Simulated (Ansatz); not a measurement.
Results of r²SCAN-D4 (PAW; Ansatz, a quantum-chemistry and plane-wave program) for rock-salt CdS (model structure) (like a known high-pressure phase).

Numerical settings: plane-wave cutoff 500 eV, 12×12×12 k mesh, Fermi–Dirac smearing 0.05 eV, scalar-relativistic PAW data made under PBE.

Cell (relaxed at this level):

```
CELL_PARAMETERS angstrom
      0.00000     2.71538     2.71538
      2.71538     0.00000     2.71538
      2.71538     2.71538     0.00000
ATOMIC_POSITIONS crystal
  Cd 0.00000 0.00000 0.00000
  S  0.50000 0.50000 0.50000
```

### Question
Give the computed band gap.

### Answer

- band gap: 0.75 eV (on the SCF k mesh)

Spin–orbit coupling is not included.

Static lattice: no zero-point or thermal effects.

The result took roughly 11 core-seconds.

A model structure was made by putting elements into a prototype or built by hand; it is no filed structure, need not be a known phase, and can be a saddle point held by its symmetry.
